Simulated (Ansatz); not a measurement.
The reference is Re in the hcp (Mg type) structure (space group P6_3/mmc, No. 194).

```
Re
1.0
    2.75787     0.00000     0.00000
   -1.37894     2.38839     0.00000
    0.00000     0.00000     4.46284
Re
2
Direct
  0.33333   0.66667   0.75000
  0.66667   0.33333   0.25000
```

Method: Kohn–Sham DFT with the r2SCAN functional, run in Ansatz (a quantum-chemistry and plane-wave program) with PAW and 500 eV plane waves, no SOC.

Base values:

The c/a ratio is 1.618 and the lattice parameter a is 2.758 Å.

One thing is altered: Ta takes the place of Re on all its sites; the structure is relaxed again.

Tabulated Pauling electronegativity and covalent radius: Re 1.90, 1.51 Å; Ta 1.50, 1.70 Å.

Question: How does this affect the c/a ratio?

Answer: The c/a ratio grows by 0.155 to 1.773.

Question: How does this affect the lattice parameter a?

Answer: The lattice parameter a increases by 0.129 Å, from 2.758 Å to 2.887 Å.

Whether these cells are dynamically stable was not tested. For Ta in this form, whether it has been made was not checked. The final runs are not spin-polarised. This is not the structure that Ta has at room temperature and ambient pressure.
